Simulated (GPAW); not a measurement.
Worked example: self-consistent single point of Yb (Fm-3m, 1 atom in the cell) in GPAW.

Level of theory: PBE, GPAW PAW datasets PBE (gpaw-data 1.0.1) (plane waves; GPAW).

The change in words: lattice scaled by 0.98. Reference geometry:
```yaml
crystal:
  lattice:
    - [0.00000, 2.75160, 2.75160]
    - [2.75160, 0.00000, 2.75160]
    - [2.75160, 2.75160, 0.00000]
  atoms:
    - { symbol: Yb, position: [0.00000, 0.00000, 0.00000] }
```

Reference input (self-consistent single point, DFT PBE, plane waves, GPAW PAW datasets PBE (gpaw-data 1.0.1)): mode = pw; ecut = 800 eV; xc = PBE; kpts = 14 14 14; mesh shift (steps) = 0 0 0; occupations.name = methfessel-paxton; occupations.width = 0.272 eV; occupations.order = 0; nbands = -7; convergence.forces = 0.001 eV/Å; symmetry.symmorphic = false; symmetry.tolerance = 0.0005. This run's input differs from it in these lines:

```diff
@@ -5,5 +5,5 @@
 atoms = Atoms(['Yb'],
-              cell=[[0.000000, 2.751599, 2.751599],
-                    [2.751599, 0.000000, 2.751599],
-                    [2.751599, 2.751599, 0.000000]],
+              cell=[[0.000000, 2.696567, 2.696567],
+                    [2.696567, 0.000000, 2.696567],
+                    [2.696567, 2.696567, 0.000000]],
               scaled_positions=[[0.000000, 0.000000, 0.000000]],
```

Log, with long lists cut:

```
     iter     time        total  log10-change:
                         energy   eigst   dens  force
iter:   1 --:--:--    -5.061654
iter:   2 --:--:--    -1.449419   -0.60  -0.91
iter:   3 --:--:--    -1.353515   -2.90  -1.78
iter:   4 --:--:--    -5.953568   -0.58  -1.81
iter:   5 --:--:--    -1.214826   -0.73  -0.88
iter:   6 --:--:--    -1.220543   -2.25  -2.39
iter:   7 --:--:--    -1.196582   -3.41  -2.34
iter:   8 --:--:--    -1.196701   -5.22  -2.74
iter:   9 --:--:--    -1.202557c  -4.25  -2.74
iter:  10 --:--:--    -1.194522c  -3.77  -2.72
iter:  11 --:--:--    -1.197074c  -5.01  -3.03
iter:  12 --:--:--    -1.195960c  -5.63  -3.43
iter:  13 --:--:--    -1.198412c  -5.21  -3.24
iter:  14 --:--:--    -1.198234c  -7.11  -4.25c
iter:  15 --:--:--    -1.198220c  -8.39c -4.80c
iter:  16 --:--:--    -1.198200c  -8.59c -4.80c -28.99c
Converged after 16 iterations.

Dipole moment: (0.000000, 0.000000, 0.000000) |e|*Ang

Energy contributions relative to reference atoms: (reference = -382585.272641)

Kinetic:        -27.183241
Potential:      +25.702723
External:        +0.000000
XC:              +0.053398
Entropy (-ST):   -0.087370
Local:           +0.272605
SIC:             +0.000000
--------------------------
Free energy:     -1.241885
Extrapolated:    -1.198200

Showing only first 2 kpts
 Kpt  Band  Eigenvalues  Occupancy
  0    10      5.31720    1.97263
  0    11      5.31720    1.97263
  0    12      8.53871    0.00000
  0    13      8.53871    0.00000

  1    10      5.31230    1.97436
  1    11      5.31289    1.97415
  1    12      8.33790    0.00000
  1    13      8.61523    0.00000

Fermi level: 5.74151

No gap
No difference between direct/indirect transitions
Energy (eV): -1.1982

Forces in eV/Ang:
  0 Yb    0.00000    0.00000    0.00000

Stress tensor:
     0.008079    -0.000000    -0.000000
    -0.000000     0.008079     0.000000
    -0.000000     0.000000     0.008079
Stress (GPa, Voigt): [ 1.2943  1.2943  1.2943  0.     -0.     -0.    ]
```

The run converged in 16 iterations. GPAW prints stress with tension positive. Against the reference run the free energy goes down by 24.9 meV/atom and the pressure goes from -2.06 to -1.29 GPa.

The starting cell comes from a database of computed structures (which also holds hypothetical and non-ambient phases and stackings), without a prior relaxation at this level. Its lattice was rescaled by a random factor within 2.5 % of one. For this run, on top of that: lattice scaled by 0.98. Spin polarisation is off.

Cost on one core of a shared machine: roughly 40 s.
